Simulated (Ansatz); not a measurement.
An H-capped Ge nanowire along [100], 9 atoms a period besides the caps, stretched and compressed along its axis from its relaxed period of 5.742 Å, atoms relaxed at each length.

Calculation: PBE (plane waves to 420 eV, PAW; Ansatz, a quantum-chemistry and plane-wave program). Mesh 1×1×6. No spin polarisation. Isolated but for its images some 11 Å away. An idealised model, cut from the bulk lattice. It keeps the symmetry and period of its start, so it need not be a minimum against all distortions. Values not marked SOC lack spin–orbit coupling. Buckling under compression is shut out by symmetry and the short period. Energies are free energies at a Fermi–Dirac width of 0.02 eV, from the unstrained cell.

| strain (%) | energy (meV a period) | axial force (nN) | PBE gap (eV) |
|---|---|---|---|
| -3.0 | +15 | -0.28 | 3.81 |
| -1.5 | +4 | -0.14 | 3.81 |
| 0.0 | 0 | 0.00 | 3.79 |
| +1.5 | +4 | +0.16 | 3.77 |
| +3.0 | +17 | +0.32 | 3.75 |
| +6.0 | +67 | +0.62 | 3.67 |

The slope of the force at zero strain is 10 nN.
